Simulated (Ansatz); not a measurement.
Results of rVV10 in Ansatz (plane waves, PAW) for rock-salt LaS.

Input:

Ansatz 0.2 input:
```yaml
crystal:
  lattice:
    - [0.0, 2.9811836982, 2.9811836982]
    - [2.9811836982, 0.0, 2.9811836982]
    - [2.9811836982, 2.9811836982, 0.0]
  atoms:
    - { symbol: La, position: [0.0, 0.0, 0.0] }
    - { symbol: S, position: [0.5, 0.5, 0.5] }
basis:
  ecutwfc: 520
  ecutrho_ratio: 4
  xc_grid: 2
kpoints:
  mp_grid: { grid: [16, 16, 16] }
hamiltonian:
  xc: { exchange: rpw86, correlation: pbe }
  dispersion: rvv10
  pseudopotentials: { kind: paw }
scf:
  occupations: { method: fermi_dirac, width: 0.05 }
  convergence: { dr2_threshold: 0.0000000002 }
output:
  forces: true
  stress: true
  eigenvalues: true
```

Excerpt of the program's output:

```
Crystal: 2 atoms, lattice volume = 52.990 Å³
Basis set: ecut = 520 eV, 1411 PW (Γ), exchange–correlation on 64×64×64 points (8 copies of the dense FFT grid, shifted against one another)
Bands: 13, of which v1, the nominal top of the filled ones, is band 9 counted from 1 (8 counted from 0)
Symmetry: 48 space group operations
Space group: Fm-3m (ITA 225), of the structure as read, at distance tolerance 3.8e-5 Å
k-points: 145 of 4096
Functional: x = rpw86, c = pbe(β = 0.06672455060314922) + rvv10(b = 6.3, C = 0.0093)
SCF iter   1: F=—  HF=-7220.865952 eV  |F-HF|=—  |Δ(HF+E_count)|=         —  Δρ=6.15e-3  dr2=3.28e-2
SCF iter   2: F=—  HF=-7220.856987 eV  |F-HF|=—  |Δ(HF+E_count)|=   8.96e-3  Δρ=2.01e-3  dr2=3.49e-3
  ...
SCF iter   7: F=—  HF=-7220.856153 eV  |F-HF|=—  |Δ(HF+E_count)|=   7.38e-9  Δρ=1.08e-6  dr2=4.24e-10
SCF iter   8: F=-7220.856153 eV  HF=-7220.856153 eV  |F-HF|=5.46e-11  |Δ(HF+E_count)|=   1.16e-9  Δρ=2.14e-7  dr2=2.63e-11
SCF 1 converged in 8 iterations: F = -7220.856153 eV  dr2 = 2.63e-11
SCF converged after 8 iterations
Free energy (F): -7220.856153 eV
Internal energy: -7220.846086 eV  (E = F + TS)
E sigma→0 (E₀):  -7220.851120 eV
Fermi energy:    11.185066 eV
--- Forces (eV/Å), atoms counted from 1 ---
  atom   1  La    -0.00000000     0.00000000     0.00000000
  atom   2  S      0.00000000     0.00000000     0.00000000
--- Stress (GPa, compression-positive) ---
       -1.520584       0.000000       0.000000
       -0.000000      -1.520584       0.000000
        0.000000      -0.000000      -1.520584
  P = ⅓ Tr σ = -1.5206 GPa (-15.206 kbar)
```

The cell is one volume of an energy–volume scan, off the minimum.

The PAW data were made under PBE.

Note: the volume lies 6 % above that of the published cell.

Computing time: around 11 core-seconds (rough).

Ansatz is an electronic-structure program.
